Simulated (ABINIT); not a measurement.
Input and output of a self-consistent single point for Ba (Im-3m, 1 atom in the cell) (ABINIT).

Computed with PBE, norm-conserving pseudopotentials (PseudoDojo nc-sr-05 PBE standard) (plane waves; ABINIT 10.0.3).

```xyz
1
Lattice="-2.4975 2.4975 2.4975 2.4975 -2.4975 2.4975 2.4975 2.4975 -2.4975" Properties=species:S:1:pos:R:3 pbc="T T T"
Ba     0.0000     0.0000     0.0000
```

Reference input (self-consistent single point, DFT, PBE, plane waves, norm-conserving pseudopotentials (PseudoDojo nc-sr-05 PBE standard)): pseudos = [Ba.upf]; ecut = 28 Ha; ixc = 11; occopt = 7; tsmear = 0.1 eV; ngkpt = 7 7 7; nshiftk = 1; shiftk = 0 0 0; potentials = PseudoDojo nc-sr-05 PBE standard; nband = 10; kptopt = 1; nstep = 60. This run's input differs from it in these lines:

```diff
@@ -16,6 +16,6 @@
 occopt 7
-tsmear 0.1 eV
+tsmear 0.05 eV
 nband 10
 kptopt 1
-ngkpt 7 7 7
+ngkpt 18 18 18
 nshiftk 1
```

Output (repeated stretches shortened):

```
--- !BeginCycle
solver: {iscf: 7, nstep: 60, nline: 4, wfoptalg: 0, }
tolerances: {tolvrs: 1.00E-12, }
...

     iter   Etot(hartree)      deltaE(h)  residm     vres2
 ETOT  1  -27.990546126068    -2.799E+01 4.785E-02 7.609E-01
 ETOT  2  -27.998449967089    -7.904E-03 6.269E-03 6.920E-02
 ETOT  3  -27.998468446667    -1.848E-05 3.885E-03 4.096E-03
 ETOT  4  -27.998470320890    -1.874E-06 1.304E-03 2.030E-04
 ETOT  5  -27.998470545616    -2.247E-07 7.715E-04 5.338E-06
   [... 2 lines left out ...]
 ETOT  8  -27.998470583610    -8.427E-10 2.913E-04 2.450E-09
 ETOT  9  -27.998470583756    -1.457E-10 4.002E-04 7.780E-10
 ETOT 10  -27.998470583779    -2.289E-11 2.379E-04 7.622E-12
 ETOT 11  -27.998470583784    -5.556E-12 2.301E-04 3.478E-13
 At SCF step   11       vres2   =  3.48E-13 < tolvrs=  1.00E-12 =>converged.

 Cartesian components of stress tensor (hartree/bohr^3)
  sigma(1 1)= -4.26319261E-06  sigma(3 2)=  0.00000000E+00
  sigma(2 2)= -4.26319261E-06  sigma(3 1)=  0.00000000E+00
  sigma(3 3)= -4.26319261E-06  sigma(2 1)=  0.00000000E+00

 ----iterations are completed or convergence reached----

 reduced coordinates (array xred) for    1 atoms
       0.000000000000      0.000000000000      0.000000000000
 cartesian forces (eV/Angstrom) at end:
    1     -0.00000000000000    -0.00000000000000    -0.00000000000000
 frms,max,avg= 0.0000000E+00 0.0000000E+00   0.000E+00  0.000E+00  0.000E+00 e/A
 length scales=  1.000000000000  1.000000000000  1.000000000000 bohr
              =  0.529177208590  0.529177208590  0.529177208590 angstroms
   [... lines left out ...]
 Fermi (or HOMO) energy (hartree) =   0.16361   Average Vxc (hartree)=  -0.27896
   [... lines left out ...]
total_energy        : -2.79984705837845E+01
total_energy_eV     : -7.61877130548278E+02
band_energy         : -3.62394311700148E+00
...

-Cartesian components of stress tensor (GPa)         [Pressure=  1.2543E-01 GPa]
- sigma(1 1)= -1.25427436E-01  sigma(3 2)=  0.00000000E+00
- sigma(2 2)= -1.25427436E-01  sigma(3 1)=  0.00000000E+00
- sigma(3 3)= -1.25427436E-01  sigma(2 1)=  0.00000000E+00

 Calculation completed.
```

The run converged in 11 iterations. Against the reference run the free energy goes down by 3.6 meV/atom and the pressure moves little (0.20 to 0.13 GPa).

The starting cell has typed, rounded lattice constants, without a prior relaxation at this level. Its lattice was rescaled by up to half a per cent.

Cost on one core of a shared machine: roughly 2 min.
